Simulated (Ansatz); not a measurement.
Consider Sr3Ti2O7 (space group I4/mmm, No. 139; a = 3.8858 Å, c = 20.2126 Å).

The values are results of DFT with PBEsol, PAW potentials and a 420 eV plane-wave cutoff in Ansatz (a quantum-chemistry and plane-wave program), spin-orbit coupling left out, not measurements.

Base values:

- Shortest interatomic distance: 1.943 Å
- Band gap: 1.93 eV

Modification: a negative pressure, −1 GPa.

Task: How does this affect the shortest interatomic distance and band gap?

Result: The shortest interatomic distance goes up by 0.004 Å to 1.947 Å; the band gap falls by 0.01 eV (1.93 eV → 1.92 eV).

Load acts through the strain it causes; cell and atoms are relaxed under it. Whether these cells are dynamically stable was not tested. The final runs are not spin-polarised.
